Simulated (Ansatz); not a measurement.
## Pressure series in CaSe

The reference is CaSe in the rock salt structure (space group Fm-3m, No. 225; a = 5.8685 Å).

Cell and atoms are relaxed at each pressure.

Method: Ansatz (a program for electronic structure) PBEsol, scalar-relativistic without spin-orbit coupling.

Candidates:
(a) pressure −2 GPa
(b) pressure 0.3 GPa
(c) pressure 1.5 GPa
(d) pressure 10 GPa
(e) pressure 3 GPa

Base values:

| Property | Value |
|---|---|
| Smallest direct gap | 2.85 eV |

Problem. Order them by smallest direct gap, highest first.

Solution. (a) pressure −2 GPa (2.91 eV), (b) pressure 0.3 GPa (2.84 eV), (c) pressure 1.5 GPa (2.80 eV), (e) pressure 3 GPa (2.75 eV), (d) pressure 10 GPa (2.54 eV)

Load acts through the strain it causes; cell and atoms are relaxed under it. Stability against distortions was not tested. Competing high-pressure phases were not computed.
